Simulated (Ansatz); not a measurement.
This concerns the energy change from cell B to cell A (2 H put in, 2 Cl replaced by O, in a slab cell with one atom a plane). Reaction: cell B + 2 H2O (gas) → cell A + 2 HCl (gas). The sign is products less reactants.

Cell A: a slab of composition Si2H2O2 built on Si (diamond, Fd-3m) (111), with 2 atoms on that crystal's sites, 6 atoms, hexagonal cell of 3.87 Å (13.0 Å²), symmetry C2 within 0.02 Å, 5.1 Å thick under 16 Å of vacuum, in-plane vectors held at the crystal's; planes from bottom to top: H | O | Si × 2 | O | H; foreign atoms: two times OH bound through O to 1 Si at 1.69 Å; spin state with PBE: run without spin, k-point mesh 9×9×1.
```xyz
6
Lattice="3.8677 0.0000 0.0000 -1.9338 3.3495 0.0000 0.0000 0.0000 20.7072" Properties=species:S:1:pos:R:3 pbc="T T T"
Si     0.0957     2.2315     9.9667
Si     2.0296     1.1180    10.7405
O      0.0252     2.1553     8.2779
O      1.9591     1.1942    12.4292
H      0.7785     2.5649     7.8210
H      2.7123     0.7846    12.8862
```

Cell B: a slab of composition Si2Cl2 built on Si (diamond, Fd-3m) (111), with 2 atoms on that crystal's sites, 4 atoms, hexagonal cell of 3.87 Å (13.0 Å²), symmetry P-3m1 within 0.02 Å, 4.9 Å thick under 16 Å of vacuum, in-plane vectors held at the crystal's; planes from bottom to top: Cl | Si × 2 | Cl; foreign atoms: two times Cl bound to 1 Si at 2.08 Å; spin state with PBE: run without spin, k-point mesh 9×9×1.
```
CELL_PARAMETERS angstrom
      3.86767     0.00000     0.00000
     -1.93383     3.34950     0.00000
      0.00000     0.00000    20.88705
ATOMIC_POSITIONS crystal
  Si 0.33333 0.66667 0.48205
  Si 0.66667 0.33333 0.51795
  Cl 0.33333 0.66667 0.38262
  Cl 0.66667 0.33333 0.61738
```

Reference: an isolated HCl molecule (singlet) in a box of 11 × 11 × 13 Å.

Reference: an isolated H2O molecule (singlet) in a box of 11 × 13 × 13 Å.

Plane-wave PAW calculations with Ansatz (an electronic-structure program), its PAW set soft_1, cutoff 420 eV, 500 eV for r2SCAN. The structures are at rest with PBE, within the held lattices; other levels are single points on them. HSE06 runs on coarser k-point meshes, mended by the PBE difference between the two meshes. Neutral cells; Fermi-Dirac smearing of at most 0.05 eV in the solids, energies taken to zero width. The lattices are those relaxed with PBE or held as stated, so at other levels the solids can be strained, which adds to the spread. A dispersion term (D3(BJ), or D4 for r2SCAN) was computed beside these levels and is taken off wherever the name lacks it. Space groups of crystals are read within 0.01 Å. Static lattices, no vibrational contributions. The structures are the rest points that the relaxations reached, not proven lowest. Values are for these cell sizes. Cell A has symmetry C2 within 0.02 Å and got no random move, so less symmetric positions, which may lie lower, weren't tried. Cell B has symmetry P-3m1 within 0.02 Å and got no random move, so less symmetric positions, which may lie lower, weren't tried.

Task: What value does HSE06 give?

Result: 0.35 eV, for cell B + 2 H2O (gas) → cell A + 2 HCl (gas).

Task: List the value at the remaining levels and say how far they part.

Result: 
```
Level   value (eV)  less HSE06
------  ----------  ----------
PBE           0.31       -0.04
r2SCAN        0.32       -0.03
```

The levels shown span only 0.04 eV, too little to tell them apart.
